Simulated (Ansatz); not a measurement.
The starting structures come from a database of crystals and need not be the phases stable at ambient conditions.

 Where the default PAW files enter, the runs use the earlier of Ansatz's two default sets.

By PBEsol, the system below comes out a metal.

Without scattering a metal conducts by its projected Fermi surface.

Consider the following.

```yaml
crystal:
  lattice:
    - [6.36502, 0.00000, 0.00000]
    - [-2.85042, 5.72783, 0.00000]
    - [2.85042, -1.78398, 5.44293]
  atoms:
    - { symbol: Ni, position: [0.39732, 0.25145, 0.10535] }
    - { symbol: Ni, position: [0.60268, 0.10535, 0.25145] }
    - { symbol: Ni, position: [0.09943, 0.58467, 0.73715] }
    - { symbol: Ni, position: [0.90057, 0.73715, 0.58467] }
    - { symbol: Ni, position: [0.76298, 0.92487, 0.41097] }
    - { symbol: Ni, position: [0.23702, 0.41097, 0.92487] }
    - { symbol: Ni, position: [0.82606, 0.17107, 0.83033] }
    - { symbol: Ni, position: [0.17394, 0.83033, 0.17107] }
    - { symbol: Ni, position: [0.65800, 0.66169, 0.00441] }
    - { symbol: Ni, position: [0.34200, 0.00441, 0.66169] }
    - { symbol: Ge, position: [0.00000, 0.02246, 0.02246] }
    - { symbol: Ge, position: [0.70526, 0.33599, 0.63201] }
    - { symbol: Ge, position: [0.29474, 0.63201, 0.33599] }
    - { symbol: Ge, position: [0.50000, 0.80074, 0.80074] }
    - { symbol: Ge, position: [0.80008, 0.50714, 0.19770] }
    - { symbol: Ge, position: [0.19992, 0.19770, 0.50714] }
```

Space group of this cell: C2. The cell is taken as given; by PBEsol its mean pressure is -5.8 GPa.

The current flows along the normal of the first two printed cell vectors. No spin-orbit coupling; the value is a mean over 0.1 eV about the Fermi level.

Estimate the ballistic conductance per area that Ansatz (a quantum-chemistry and plane-wave program) with PBEsol returns for this system.

0.54 × 10¹⁵ S/m² for both spins.
